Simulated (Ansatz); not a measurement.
A self-consistent single point of Ni3Pb2S2 (R-3m, 7 atoms in the cell) with Ansatz (a first-principles code)

Method: LDA (PW92), default PAW files made with PBE (plane waves; Ansatz).

Input:

Ansatz 0.2 input:
```yaml
# Ni3(PbS)2
crystal:
  lattice:
    - [2.76422500, 1.59592600, 4.44963200]
    - [-2.76422500, 1.59592600, 4.44963200]
    - [0.00000000, -3.19185200, 4.44963200]
  atoms:
    - { symbol: Ni, position: [0.00000000, 0.00000000, 0.50000000] }
    - { symbol: Ni, position: [0.50000000, 0.00000000, 0.00000000] }
    - { symbol: Ni, position: [0.00000000, 0.50000000, 0.00000000] }
    - { symbol: Pb, position: [0.50000000, 0.50000000, 0.50000000] }
    - { symbol: Pb, position: [0.00000000, 0.00000000, 0.00000000] }
    - { symbol: S, position: [0.72794600, 0.72794600, 0.72794600] }
    - { symbol: S, position: [0.27205400, 0.27205400, 0.27205400] }
basis:
  ecutwfc: 420.0 eV
kpoints:
  mp_grid:
    grid: [7, 7, 7]
hamiltonian:
  xc: lda
  pseudopotentials:
    kind: paw
scf:
  occupations:
    method: methfessel_paxton
    width: 0.136 eV
output:
  forces: true
  eigenvalues: true
  stress: true
```

Output (repeated stretches shortened):

```
WARN ansatz: RAYON_NUM_THREADS=1 ignored (pool sized by the plan → 1); use --threads N
Pseudopotentials: kind: paw
Pseudopotential: Ni, paw, valence charge 18
Pseudopotential: Pb, paw, valence charge 14
Pseudopotential: S, paw, valence charge 6
Crystal: 7 atoms, lattice volume = 117.777 Å³
Basis set: ecut = 420 eV, 2265 PW (Γ)
Bands: 57, of which v1, the nominal top of the filled ones, is band 47 counted from 1 (46 counted from 0)
Symmetry: 12 space group operations
Space group: R-3m (ITA 166), of the structure as read, at distance tolerance 4.9e-5 Å
k-points: 44 of 343
PAW frozen core: Ni, regenerated for the run's functional, and the local potential with it
PAW frozen core: Pb, regenerated for the run's functional, and the local potential with it
PAW frozen core: S, regenerated for the run's functional, and the local potential with it
Initial density: superposition of atomic densities (neutral atoms: chi_scale 0, normalization atom), corrected by the library's trained network
Initial wavefunctions: pseudopotential atomic-orbital guess
Eigensolver: davidson
Functional: x = slater, c = lda
SCF iter   1: F=—  HF=-42266.627153 eV  |F-HF|=—  |Δ(HF+E_count)|=         —  Δρ=1.56e-2  dr2=1.59e-1  ethr=1.77e-3  ⟨swp⟩=8.1  Hψ=10504  notcnv=0
all-band conjugate gradients solve this SCF's bands
preconditioner: auto → Kerker (q_TF=auto, 2.628 Å⁻¹)
SCF iter   2: F=—  HF=-42266.601744 eV  |F-HF|=—  |Δ(HF+E_count)|=   2.54e-2  S|Δr|=    0.00e0  Δρ=4.98e-3  dr2=2.30e-2  ethr=1.69e-4  ⟨swp⟩=2.2  Hψ=3869  notcnv=0  defer=5
SCF iter   3: F=—  HF=-42266.597017 eV  |F-HF|=—  |Δ(HF+E_count)|=   4.73e-3  S|Δr|=    0.00e0  Δρ=1.45e-3  dr2=4.19e-3  ethr=2.45e-5  ⟨swp⟩=1.7  Hψ=3464  notcnv=0  defer=5
SCF iter   4: F=—  HF=-42266.595818 eV  |F-HF|=—  |Δ(HF+E_count)|=   1.20e-3  S|Δr|=    0.00e0  Δρ=3.97e-4  dr2=4.29e-4  ethr=4.46e-6  ⟨swp⟩=2.1  Hψ=3182  notcnv=0  defer=5
SCF iter   5: F=—  HF=-42266.595677 eV  |F-HF|=—  |Δ(HF+E_count)|=   1.42e-4  S|Δr|=    0.00e0  Δρ=8.73e-5  dr2=1.74e-5  ethr=4.56e-7  ⟨swp⟩=2.0  Hψ=3290  notcnv=0  defer=5
SCF iter   6: F=—  HF=-42266.595667 eV  |F-HF|=—  |Δ(HF+E_count)|=   9.36e-6  S|Δr|=    0.00e0  Δρ=5.64e-5  dr2=3.46e-6  ethr=1.85e-8  ⟨swp⟩=2.1  Hψ=4270  notcnv=0  defer=5
SCF iter   7: F=—  HF=-42266.595667 eV  |F-HF|=—  |Δ(HF+E_count)|=   4.91e-7  S|Δr|=    0.00e0  Δρ=1.40e-5  dr2=2.52e-7  ethr=3.68e-9  ⟨swp⟩=2.4  Hψ=3779  notcnv=0  defer=5
SCF iter   8: F=-42266.595667 eV  HF=-42266.595667 eV  |F-HF|=5.95e-8  |Δ(HF+E_count)|=   3.35e-8  S|Δr|=    0.00e0  Δρ=7.84e-6  dr2=8.40e-8  ethr=1.06e-10  ⟨swp⟩=11.0  Hψ=12422  notcnv=0
SCF 1 converged in 8 iterations: F = -42266.595667 eV  dr2 = 8.40e-8
SCF converged after 8 iterations
Stability not checked (fill_not_monotonic)
Free energy (F): -42266.595667 eV
Harris-Foulkes:  -42266.595667 eV  (|F-HF|=5.95e-8)
Internal energy: -42266.593302 eV  (E = F + TS)
E sigma→0 (E₀):  -42266.595076 eV
Entropy (-TS):   -0.002364 eV (-0.338 meV/atom)
Fermi energy:    12.951093 eV
Step filling:    the computed levels leave a gap of 0.0117 eV = 0.1 smearing widths
--- Per-component energies (eV) ---
  E_band       = -1072.330190
  E_kinetic    = 1661.548859
  E_local      = -16675.373098  (includes V_loc(G=0)·N_el)
  E_nonlocal   = 2698.260041
  E_hartree    = 7154.682751
  E_xc         = -888.640786
  E_vxc        = -776.530104  (∫ρ·V_xc dr)
  E_paw        = -26048.093258  (= ΣΔE_a)
  E_vpaw       = -2289.558773  (= ΣTr[D̂ρ^β])
  E_aug_tail   = 0.001371  (compensation charges beyond the density's cutoff)
  E_ewald      = -10170.432511
  E_core_change = 1.453329  (= ΣΔE_core)
  E_smearing   = -0.002364  (= −TS)
  E_closure    = 0.000000  (closes the sum)
  Σ components = -42266.595667   (vs F -42266.595667, Δ=0.00e0)
--- Forces (eV/Å), atoms counted from 1 ---
  atom   1  Ni     0.00000000     0.00000000    -0.00000000
  atom   2  Ni     0.00000000    -0.00000000     0.00000000
  atom   3  Ni     0.00000000    -0.00000000     0.00000000
  atom   4  Pb     0.00000000     0.00000000     0.00000000
  atom   5  Pb     0.00000000     0.00000000     0.00000000
  atom   6  S      0.00000000    -0.00000000    -0.38175712
  atom   7  S     -0.00000000     0.00000000     0.38175712
  max |Σ_I F_I| component: 9.25e-18 eV/Å
--- Stress (GPa, compression-positive) ---
       -0.021358       0.000000       0.000000
        0.000000      -0.021358      -0.000000
        0.000000      -0.000000       0.260088
  P = ⅓ Tr σ = 0.0725 GPa (0.725 kbar)
  The stress holds the Pulay correction. Without it, at fixed plane waves, as pw.x and ABINIT print it: P = 0.0254 GPa
--- Band table (eV; the first three rows and the last of 44) ---
  k-point 0: bands = ["-89.3384", "-89.3342", "-89.3342", "-50.4986", "-50.4697", "-50.4697", "-50.0912", "-50.0697", "-50.0697", "-50.0243", "-50.0243", "-50.0084", "-3.9412", "-3.9412", "-3.9211", "-3.9062", "-3.9062", "-3.8299", "-3.7863", [...]
  k-point 1: bands = ["-89.3382", "-89.3343", "-89.3342", "-50.4973", "-50.4709", "-50.4696", "-50.0902", "-50.0705", "-50.0694", "-50.0246", "-50.0238", "-50.0092", "-3.9352", "-3.9351", "-3.9153", "-3.9028", "-3.9004", "-3.8327", "-3.7881", [...]
  k-point 2: bands = ["-89.3377", "-89.3348", "-89.3342", "-50.4938", "-50.4742", "-50.4696", "-50.0876", "-50.0727", "-50.0688", "-50.0253", "-50.0224", "-50.0112", "-3.9251", "-3.9223", "-3.8985", "-3.8881", "-3.8828", "-3.8415", "-3.7947", [...]
  k-point 43: bands = ["-89.3382", "-89.3343", "-89.3342", "-50.4973", "-50.4709", "-50.4696", "-50.0904", "-50.0705", "-50.0694", "-50.0246", "-50.0238", "-50.0092", "-3.9116", "-3.8917", "-3.8786", "-3.8716", "-3.8651", "-3.8595", "-3.7967", [...]
```

The run converged in 8 iterations.

The starting cell comes from a database of computed structures (which also holds hypothetical and non-ambient phases and stackings), without a prior relaxation at this level. Its lattice was rescaled by a random factor within 2.5 % of one. Spin-orbit coupling is off. Spin polarisation is off, so a magnetic state, if there is one, cannot be reached. Ansatz's pressure includes its estimate of the finite-basis (Pulay) stress.
